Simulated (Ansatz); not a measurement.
Response to strain in PtS2

Base system: PtS2 in the CdI2 type structure (space group P-3m1, No. 164; layered, stacked along the Cartesian z axis).

```xyz
3
Lattice="3.5836 0.0000 0.0000 -1.7918 3.1035 0.0000 0.0000 0.0000 4.6568" Properties=species:S:1:pos:R:3 pbc="T T T"
Pt     0.0000     0.0000     0.0000
S      1.7918     1.0345     1.2060
S      0.0000     2.0690     3.4508
```

Cartesian axes are those of the cell as printed.

Strains are applied to the cell and any free atomic positions relax; under biaxial strain the out-of-plane vector relaxes too.

Computed with DFT with PBE-D3(BJ), PAW potentials and a 420 eV plane-wave cutoff in Ansatz (a first-principles code), no SOC.

```tsv
variant	band gap	shortest interatomic distance
base	zero	2.395 Å
biaxial strain −3.00 %, plane normal [001], relaxed out of plane	0.39 eV	2.374 Å
biaxial strain −2.00 %, plane normal [001], relaxed out of plane	0.25 eV	2.380 Å
biaxial strain −1.50 %, plane normal [001], relaxed out of plane	0.20 eV	2.384 Å
biaxial strain −0.50 %, plane normal [001], relaxed out of plane	zero	2.391 Å
biaxial strain +1.00 %, plane normal [001], relaxed out of plane	zero	2.403 Å
biaxial strain +1.50 %, plane normal [001], relaxed out of plane	zero	2.408 Å
biaxial strain +2.00 %, plane normal [001], relaxed out of plane	zero	2.412 Å
biaxial strain +2.50 %, plane normal [001], relaxed out of plane	zero	2.417 Å
biaxial strain +3.00 %, plane normal [001], relaxed out of plane	zero	?
```

Problem. Complete the table.

Solution. 
- biaxial strain +3.00 %, plane normal [001], relaxed out of plane, shortest interatomic distance: 2.421 Å

Spin-orbit coupling, missing from the scalar runs, can matter with Pt. Stability against distortions was not tested. All final runs are without spin polarisation. Gaps under 0.05 eV, about the width of the smearing, are given as zero. A zero or small gap of PtS2 can be the functional's error rather than a property of the material.
